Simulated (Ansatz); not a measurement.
**Converging the SCF threshold: InAs (R3m, 2 atoms in the cell)**

```
InAs
1.0
    0.00000     3.02091     3.02091
    3.02091     0.00000     3.02091
    3.02091     3.02091     0.00000
In As
1 1
Direct
  0.00478   0.00478   0.00478
  0.25000   0.25000   0.25000
```

Method: LDA (PW92), PAW files made with PBE (plane waves; Ansatz, an electronic-structure program).

Base settings: basis.ecutwfc = 30.9 Ry; kpoints.mp_grid.grid = 7 7 7; hamiltonian.xc = lda; hamiltonian.pseudopotentials = {kind: paw} (the program's default PAW files); scf.occupations.method = fermi_dirac; scf.occupations.width = 0.0037 Ry.

The mesh stays at the base's, so the ladder's end is converged at best in this setting alone.

Only quantities that move along the ladder and can be compared are tabulated.

The count of work is k-points × plane waves × bands × iterations; it is no time. 

The starting cell has typed, rounded lattice constants, without a prior relaxation at this level. Its lattice was rescaled by up to half a per cent. One atom was moved a little off its site on purpose. Ansatz's pressure includes its estimate of the finite-basis (Pulay) stress. The run gives no clean gap (levels at the Fermi energy touch, overlap or are partly filled at this smearing), which alone does not show that the compound is a metal.

Steps (scf.convergence.dr2_threshold): 0.1 eV; 0.01 eV; 0.001 eV; 0.0001 eV; 1e-05 eV; 1e-06 eV; 1e-07 eV; 1e-08 eV; 1e-10 eV; 1e-12 eV.

Problem. What is the coarsest scf.convergence.dr2_threshold that holds the free energy within 1 meV/atom of the last step, with all finer ones?

Solution. 0.01 eV, at 0.40 of the last step's count of work; the step before is off by 2.8 meV/atom.

Problem. What is the coarsest scf.convergence.dr2_threshold that holds the pressure within 0.05 GPa of the last step, with all finer ones?

Solution. 0.01 eV, at 0.40 of the last step's count of work; the step before is off by 0.10 GPa.

| scf.convergence.dr2_threshold | free energy less the last step's (meV/atom) | pressure (GPa) | count of work / last |
|---|---|---|---|
| 0.1 eV | 2.77 | -0.48 | 0.30 |
| 0.01 eV | 0.02 | -0.36 | 0.40 |
| 0.001 eV | 0.00 | -0.38 | 0.50 |
| 0.0001 eV | 0.00 | -0.38 | 0.50 |
| 1e-05 eV | 0.00 | -0.38 | 0.60 |
| 1e-06 eV | 0.00 | -0.38 | 0.60 |
| 1e-07 eV | 0.00 | -0.38 | 0.70 |
| 1e-08 eV | 0.00 | -0.38 | 0.80 |
| 1e-10 eV | 0.00 | -0.38 | 0.80 |
| 1e-12 eV | 0.00 | -0.38 | 1.0 |

Keys are those of Ansatz 0.2.
